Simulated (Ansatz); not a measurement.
Results of PBEsol (Ansatz, an electronic-structure program, plane waves, PAW) for CdO (model structure, started from the h-BN type, P6₃/mmc, No. 194, 4 atoms in the cell).

Settings: plane-wave cutoff 520 eV, 18×18×6 k mesh (along the axes of the cell as run), Fermi–Dirac smearing 0.05 eV, scalar-relativistic PAW data made under PBE.

Cell (relaxed at this level):

```xyz
4
Lattice="3.8470 0.0000 0.0000 -1.9235 3.3316 0.0000 0.0000 0.0000 4.7315" Properties=species:S:1:pos:R:3 pbc="T T T"
Cd     0.0000     2.2211     1.1829
Cd     1.9235     1.1105     3.5486
O      0.0000     2.2211     3.5486
O      1.9235     1.1105     1.1829
```

### Question
What does this level give for the bulk modulus B0?

### Answer

- bulk modulus B0 = 117 GPa

The run finds no gap.

Note: the bulk modulus is −V dP/dV from two relaxed cells at ±2 % in volume; the relaxation could raise the start's symmetry but not lower it, so the cell can be a saddle point.

Static lattice: no zero-point or thermal effects.

A model structure was made by putting elements into a prototype or built by hand; it is no filed structure, need not be a known phase, and can be a saddle point held by its symmetry.
